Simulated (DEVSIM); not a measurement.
System: abrupt Ge p-n junction, at 300 K.

Layer 1 from the left is Ge, thickness (μm) 0.320, Na (cm⁻³) 7.3e16, τn (s) 2.1e-6, τp (s) 2.1e-6. Layer 2 from the left is Ge, thickness (μm) 6.50, Nd (cm⁻³) 1.6e15, τn (s) 2.1e-6, τp (s) 2.1e-6.

Left contact: ohmic. Right contact: ohmic. Voltage is applied to the left contact. Recombination: SRH at mid-gap, radiative. Mobility is constant in doping.

The device is made up for the run: typed textbook-type constants, with dimensions and the other settings drawn at random. Values at 300 K.

Ge: gap (eV) 0.664, affinity (eV) 4, permittivity 16, Nc (cm⁻³) 1.04e19, Nv (cm⁻³) 6e18, μn (cm²/Vs) 3900, μp (cm²/Vs) 1900, B (cm³/s) 6.4e-14.

Problem. Estimate by hand the built-in potential, the peak field at zero bias, the capacitance at -3 V, and compare with a numerical solution.

Solution. 
- Built-in potential: ni = √(Nc Nv) exp(−Eg/2kT) = 2.09e13 cm⁻³ with Eg = 0.664 eV; Vbi = kT/q ln(Na Nd/ni²) = 0.323 V; numerical 0.323 V.
- Peak field at zero bias: depletion approximation: W = √(2εVbi/(qN)) = 0.604 μm with N = 1.57e15 cm⁻³; field = 2Vbi/W = 10700 V/cm; numerical 14900 V/cm (estimate below by 28 %).
- Capacitance at -3 V: C = √(qεN / 2(Vbi + |V|)) = 7.31 nF/cm²; numerical 7.37 nF/cm² (estimate below by 0.80 %).

DEVSIM, 1D drift-diffusion, Boltzmann statistics, complete ionisation; no tunnelling, impact ionisation, image-force lowering or self-heating.
